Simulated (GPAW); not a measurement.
Worked example: self-consistent single point of AgBr (Fm-3m, 2 atoms in the cell) in GPAW

Level of theory: PBE, GPAW PAW datasets PBE (gpaw-data 1.0.1) (plane waves; GPAW 25.7.0).

The input file:

```python
from ase import Atoms
from ase.units import GPa
from gpaw import GPAW

atoms = Atoms(['Ag', 'Br'],
              cell=[[0.000000, 2.893655, 2.893655],
                    [2.893655, 0.000000, 2.893655],
                    [2.893655, 2.893655, 0.000000]],
              scaled_positions=[[0.000000, 0.000000, 0.000000],
                                [0.500000, 0.500000, 0.500000]],
              pbc=True)

calc = GPAW(mode={'name': 'pw', 'ecut': 550},
            xc='PBE',
            kpts=(7, 7, 7),
            occupations={'name': 'fermi-dirac', 'width': 0.01},
            nbands=-4,
            convergence={'bands': -2},
            symmetry={'symmorphic': False, 'tolerance': 0.0005},
            maxiter=100,
            txt='-')

atoms.calc = calc

energy = atoms.get_potential_energy()
print('Energy (eV):', round(energy, 6))
forces = atoms.get_forces()
print('Forces (eV/Ang):')
print(forces.round(5))
stress = atoms.get_stress()
print('Stress (GPa, Voigt):', (stress / GPa).round(4))
```

Output (repeated stretches shortened):

```
Input parameters:
  convergence: {bands: -2}
  kpts: [7 7 7]
  maxiter: 100
  mode: {ecut: 550,
         name: pw}
  nbands: -4
  occupations: {name: fermi-dirac,
                width: 0.01}
  symmetry: {symmorphic: False,
             tolerance: 0.0005}
  xc: PBE

species:
  Ag:
    name: Silver
    Z: 47.0
    valence: 17
    core: 30
    charge: 0.0
    file: Ag.PBE.gz

    # Using partial waves for Ag as LCAO basis

  Br:
    name: Bromine
    Z: 35.0
    valence: 7
    core: 28
    charge: 0.0
    file: Br.PBE.gz

    # Using partial waves for Br as LCAO basis

Reference energy: -215500.074083  # eV

Spin-paired calculation

Convergence criteria:
 Maximum [total energy] change in last 3 cyles: 0.0005 eV / valence electron
 Maximum integral of absolute [dens]ity change: 0.0001 electrons / valence electron
 Maximum integral of absolute [eigenst]ate change: 4e-08 eV^2 / valence electron
 Maximum number of scf [iter]ations: 100

Symmetries present (total): 48
Symmetries with fractional translations: 0
343 k-points: 7 x 7 x 7 Monkhorst-Pack grid
20 k-points in the irreducible part of the Brillouin zone
       k-points in crystal coordinates                weights
   0:     0.00000000    0.00000000    0.00000000          1/343
   1:     0.14285714    0.14285714    0.00000000          6/343
   2:     0.14285714    0.14285714    0.14285714          8/343
   [... 7 lines left out ...]
          ...
  19:     0.42857143    0.42857143    0.42857143          8/343

Wave functions: Plane wave expansion
  Cutoff energy: 550.000 eV
  Number of coefficients (min, max): 1402, 1430
  Pulay-stress correction: 0.000000 eV/Ang^3 (de/decut=0.000000)

Occupation numbers: Fermi-Dirac:
  width: 0.0100  # eV

Eigensolver

Densities:
  Coarse grid: 24*24*24 grid
  Fine grid: 48*48*48 grid
  Total Charge: 0.000000

Density mixing:
  Method: separate
  Backend: pulay
  Linear mixing parameter: 0.05
  old densities: 5
  Damping of long wavelength oscillations: 50

Hamiltonian:
  XC and Coulomb potentials evaluated on a 48*48*48 grid
  External potential:
    NoExternalPotential

XC parameters: PBE with 2 nearest neighbor stencil

Number of atoms: 2
Number of atomic orbitals: 16
Number of bands in calculation: 16
Number of valence electrons: 24
Bands to converge: 14

Density initialized from atomic densities
  16 bands from LCAO basis set

Atomic positions and initial magnetic moments

Positions:
   0 Ag     0.000000    0.000000    0.000000    ( 0.0000,  0.0000,  0.0000)
   1 Br     2.893655    2.893655    2.893655    ( 0.0000,  0.0000,  0.0000)

Unit cell:
           periodic     x           y           z      points  spacing
  1. axis:    yes    0.000000    2.893655    2.893655    24     0.1392
  2. axis:    yes    2.893655    0.000000    2.893655    24     0.1392
  3. axis:    yes    2.893655    2.893655    0.000000    24     0.1392

  Lengths:   4.092246   4.092246   4.092246
  Angles:   60.000000  60.000000  60.000000

Effective grid spacing dv^(1/3) = 0.1519

     iter     time        total  log10-change:
                         energy   eigst   dens
iter:   1 --:--:--    -5.197062   +0.34
iter:   2 --:--:--    -5.176222   -1.15  -1.62
iter:   3 --:--:--    -5.104688   -1.78  -1.65
iter:   4 --:--:--    -5.098327   -3.17  -1.97
iter:   5 --:--:--    -5.106533c  -2.87  -1.97
iter:   6 --:--:--    -5.102414c  -4.17  -2.55
iter:   7 --:--:--    -5.096784c  -3.04  -2.65
iter:   8 --:--:--    -5.096658c  -4.85  -3.23
iter:   9 --:--:--    -5.097252c  -4.34  -3.34
iter:  10 --:--:--    -5.096675c  -4.19  -3.13
iter:  11 --:--:--    -5.096665c  -6.38  -4.07c
iter:  12 --:--:--    -5.096665c  -7.62c -4.58c

Converged after 12 iterations.

Dipole moment: (-0.000000, 0.000000, -0.000000) |e|*Ang

Energy contributions relative to reference atoms: (reference = -215500.074083)

Kinetic:        +11.081213
Potential:      -10.723319
External:        +0.000000
XC:              -5.478960
Entropy (-ST):   -0.000000
Local:           +0.024401
SIC:             +0.000000
--------------------------
Free energy:     -5.096665
Extrapolated:    -5.096665

Showing only first 2 kpts
 Kpt  Band  Eigenvalues  Occupancy
  0    10      1.99076    2.00000
  0    11      1.99076    2.00000
  0    12      4.52296    0.00000
  0    13     13.79151    0.00000

  1    10      2.08628    2.00000
  1    11      2.23159    2.00000
  1    12      5.95349    0.00000
  1    13     12.17264    0.00000

Fermi level: 4.20268

Gap: 0.733 eV
Transition (v -> c):
  (s=0, k=19, n=11, [0.43, 0.43, 0.43]) -> (s=0, k=0, n=12, [0.00, 0.00, 0.00])
Direct/indirect transitions are different
Direct gap: 2.532 eV
Transition at: (s=0, k=0, n=11, [0.00, 0.00, 0.00])
Energy (eV): -5.096665

Forces in eV/Ang:
  0 Ag   -0.00000    0.00000    0.00000
  1 Br    0.00000    0.00000    0.00000

Stress tensor:
    -0.008060     0.000000     0.000000
     0.000000    -0.008060    -0.000000
     0.000000    -0.000000    -0.008060
Stress (GPa, Voigt): [-1.2914 -1.2914 -1.2914 -0.      0.      0.    ]
```

The run converged in 12 iterations. GPAW prints stress with tension positive.

The starting cell has typed, rounded lattice constants, without a prior relaxation at this level. Its lattice was rescaled by up to half a per cent.
